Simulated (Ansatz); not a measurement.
Pressure series in WSi2

Start from WSi2 (space group I4/mmm, No. 139; a = 3.229 Å, c = 7.868 Å).

Cell and atoms are relaxed at each pressure.

Method: PBE (Ansatz, a quantum-chemistry and plane-wave program), without spin-orbit coupling, earlier PAW set.

| P (GPa) | V (Å³/atom) |
|---|---|
| -2.00 | 13.805 |
| -1.00 | 13.739 |
| 3.00 | 13.494 |
| 7.00 | 13.270 |
| 15.00 | 12.873 |
| 30.00 | 12.265 |
| 50.00 | 11.631 |
| 75.00 | 11.014 |
| 100.00 | 10.521 |

**Question.** Fit a third-order Birch–Murnaghan equation of state.

**Answer.** Least squares on P(V) = (3B₀/2)[(V₀/V)^(7/3) − (V₀/V)^(5/3)]·[1 + (3/4)(B₀′ − 4)((V₀/V)^(2/3) − 1)] gives V₀ = 13.67 Å³/atom, B₀ = 220 GPa and B₀′ = 4.2.

Load acts through the strain it causes; cell and atoms are relaxed under it. Whether these cells are dynamically stable was not tested. Competing high-pressure phases were not computed. All final runs are without spin polarisation.
